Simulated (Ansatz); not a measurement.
Structures of equal composition on the (0001) surface of 4H silicon carbide (Si plane on top): (√3x√3)R30° Bi adatom at H3; (√3x√3)R30° Bi adatom at T4. The slabs share one bottom face, and each structure is named by its start. These are constructed structures in small cells; real faces may alloy, dewet or reconstruct in larger ones, and not all known structures of the face are among them. Slabs of about 10 Å with all that they carry, Fermi-Dirac smearing of 0.025 eV. Bottom of the slabs: H caps. Relaxed from the named starts with such symmetry as they have, on meshes of like density; energies extrapolated to zero smearing; no spin-orbit coupling, no U. Spin-polarised runs, if any, are marked in brackets, and their order is one that fits the cell; the others ran without spin. Where a second, spin-polarised start was run, the lower counts.

Host crystal: 4H silicon carbide, with a band gap (PBE, scalar-relativistic without spin-orbit coupling).

Level of theory: r2SCAN, at the PBE geometry (plane waves to 500 eV, PAW; Ansatz, an electronic-structure program).

Question: Order them by energy per 1x1 cell (lowest first) at the level r2SCAN, at the PBE geometry.

Answer: (√3x√3)R30° Bi adatom at T4 (0.000 eV, gap 2.25 eV on the mesh), (√3x√3)R30° Bi adatom at H3 (0.103 eV, gap 1.98 eV on the mesh)
